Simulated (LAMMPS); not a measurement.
Pressure dependence of SiC (zinc blende) at 1740 K, from the crystal.

Method: classical MD, pair style vashishta, file SiC.vashishta (LAMMPS).

```tsv
P (GPa)	state	volume	coordination number of C by Si
0	crystal; no diffusion seen in 30 ps	10.927 ± 0.002 Å³/atom	4.00 (counted to 2.78 Å)
2	crystal; no diffusion seen in 30 ps	10.801 ± 0.002 Å³/atom	4.00 (counted to 2.82 Å)
5	crystal; no diffusion seen in 30 ps	10.626 ± 0.002 Å³/atom	4.00 (counted to 2.74 Å)
```

Caution: a run this short can hold a crystal over, or a liquid under, the potential's own melting point, which these runs don't give.

Estimate the isothermal bulk modulus at zero pressure. A parabola P(ln V) through the three points gives −dP/d ln V = 170 GPa at zero pressure.

States go by the mean squared displacement: a species diffuses where it passes 1.5 Å², still rises and gives D over 1e-6 cm²/s; a crystal has left its structure where atoms lie 0.35 Å off their sites on average or a cubic box changes its shape by 3 %, or the axial ratios of another lie 8 % off the starting cell's, which the potential's own relaxation can also do.

Errors shown are sampling errors alone.
